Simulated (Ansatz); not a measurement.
Levels about the gap of amorphous Si₁₀Pb₁₂O₃₂ (54 atoms in a cell of 1085 Å³, 5.02 g/cm³; zone centre alone, so wide bands show as single levels with stretches between that a denser mesh fills), at the geometry that PBE relaxed, where it gives 0.0 GPa on a denser mesh. Exact exchange is cut at the faces of this small cell, which leaves a finite-size error. The participation number counts the atoms over which a state spreads; weights are charges in smoothed Voronoi cells. The levels come from a single point, so bond lengths are those of that geometry. Method of the levels: HSE06, scalar-relativistic without spin-orbit coupling (Ansatz, a first-principles code). Sampling: the zone centre alone; Fermi-Dirac width 0.02 eV; no spin polarisation.

It comes from a melt-quench run on a machine-learned potential (CHGNet), relaxed afterwards by DFT. O atoms were pushed apart under 1.9 Å during the dynamics, to hinder bonds among them. The hot cell started wider than the set density and was brought back towards it in steps. It is the lowest in DFT energy of 2 quenches. It is a model cell: composition and starting density were chosen by hand, and all elements were melted together. No dispersion term was used. Its density started from a set value of 6.10 and ended at 5.02 g/cm³. The quench (nominally 310 K/ps over its main leg) was far faster than any real one, so the model tends to hold more defects than a real film. Values belong to this one cell and scatter from quench to quench. Volume and shape were free in the relaxation.

| E - E(highest filled), eV | filling | participation number | largest on | weight O | weight Pb | weight Si |
|---|---|---|---|---|---|---|
| -0.71 | filled | 20.8 | O, 3 neighbours | 0.72 | 0.25 | 0.02 |
| -0.58 | filled | 20.8 | O, 2 neighbours | 0.70 | 0.28 | 0.03 |
| -0.55 | filled | 13.6 | Pb, 3 neighbours | 0.69 | 0.28 | 0.03 |
| -0.48 | filled | 20.6 | O, 3 neighbours | 0.68 | 0.30 | 0.03 |
| -0.25 | filled | 17.9 | Pb, 4 neighbours | 0.67 | 0.30 | 0.03 |
| -0.12 | filled | 18.1 | Pb, 3 neighbours | 0.65 | 0.33 | 0.02 |
| 0.00 | filled | 10.5 | O, 3 neighbours | 0.65 | 0.33 | 0.02 |
| 4.24 | empty | 13.3 | Pb, 3 neighbours | 0.38 | 0.59 | 0.03 |
| 4.29 | empty | 12.7 | Pb, 3 neighbours | 0.38 | 0.59 | 0.02 |
| 4.47 | empty | 15.6 | Pb, 3 neighbours | 0.41 | 0.57 | 0.02 |
| 4.64 | empty | 23.7 | Pb, 3 neighbours | 0.44 | 0.54 | 0.02 |
| 4.81 | empty | 13.4 | Pb, 3 neighbours | 0.43 | 0.55 | 0.03 |
| 4.95 | empty | 24.0 | Pb, 3 neighbours | 0.43 | 0.54 | 0.03 |
| 5.16 | empty | 26.5 | Pb, 3 neighbours | 0.45 | 0.52 | 0.03 |

Most localised among these is the filled level at +0.00 eV, on a O atom, which has 3 neighbours (Pb 2.18 Å, Pb 2.23 Å, Pb 2.36 Å).
